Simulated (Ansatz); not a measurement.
We consider Sn (model structure, started from the Ge type, P4₃2₁2, No. 96, 12 atoms in the cell), described by LDA in Ansatz (PAW).

Settings: plane-wave cutoff 520 eV, 6×6×4 k mesh (along the axes of the cell as run), Fermi–Dirac smearing 0.01 eV, scalar-relativistic PAW data made under PBE.

Cell (relaxed at this level):

Sn is modelled in the tetragonal space group P4₃2₁2 (No. 96), Pearson symbol tP12. Conventional cell: a = 6.713 Å, b = 6.713 Å, c = 7.674 Å, α = 90.00°, β = 90.00°, γ = 90.00°. Sn1 on 4a has 4 Sn at 2.841–2.856 Å (tetrahedral). Sn2 on 8b has 4 Sn at 2.841–2.876 Å. (Neighbours: up to the widest gap in distance over summed covalent radii, below 1.35, at either atom.)

### Question
Give the computed band gap and direct gap at Γ.

### Answer

band gap: 0.08 eV (on the SCF k mesh)
direct gap at Γ: 1.21 eV

Note: the relaxation could raise the start's symmetry but not lower it, so the cell can be a saddle point.

Spin–orbit coupling is not included; it can close the smallest gap of 0.08 eV.

The computed numbers hold no vibrational or temperature effects.

Cost on a shared machine: roughly 17 core-minutes.

A model structure was made by putting elements into a prototype or built by hand; it is no filed structure, need not be a known phase, and can be a saddle point held by its symmetry.

Ansatz is a first-principles code.
